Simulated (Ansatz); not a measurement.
# Cs2GeF6 (space group Fm-3m, No. 225)

```
Cs2GeF6
1.0
    0.00000     4.47752     4.47752
    4.47752     0.00000     4.47752
    4.47752     4.47752     0.00000
Cs Ge F
2 1 6
Direct
  0.75000   0.75000   0.75000
  0.25000   0.25000   0.25000
  0.00000   0.00000   0.00000
  0.79688   0.79688   0.20312
  0.20312   0.20312   0.79688
  0.20312   0.79688   0.79688
  0.79688   0.20312   0.20312
  0.79688   0.20312   0.79688
  0.20312   0.79688   0.20312
```

All numbers come from Ansatz (a quantum-chemistry and plane-wave program), PBEsol, PAW, cutoff 420 eV, scalar-relativistic without spin-orbit coupling, earlier PAW set. Γ-centred 7×7×7 mesh, Fermi–Dirac width 0.05 eV.

| Quantity | Result |
|---|---|
| Volume per atom | 19.95 Å³ |
| Density | 4.18 g/cm³ |
| Band gap | 6.33 eV, direct at Γ |
| Electron mass | 0.63 mₑ |
| Lowest conduction-band minima above the VBM | Γ 6.33 eV |
| Total energy | -2248.500 eV/atom (σ→0; compares only within this code and set-up) |

Effective masses come from finite differences of ±0.01 Å⁻¹. Whether these cells are dynamically stable was not tested.
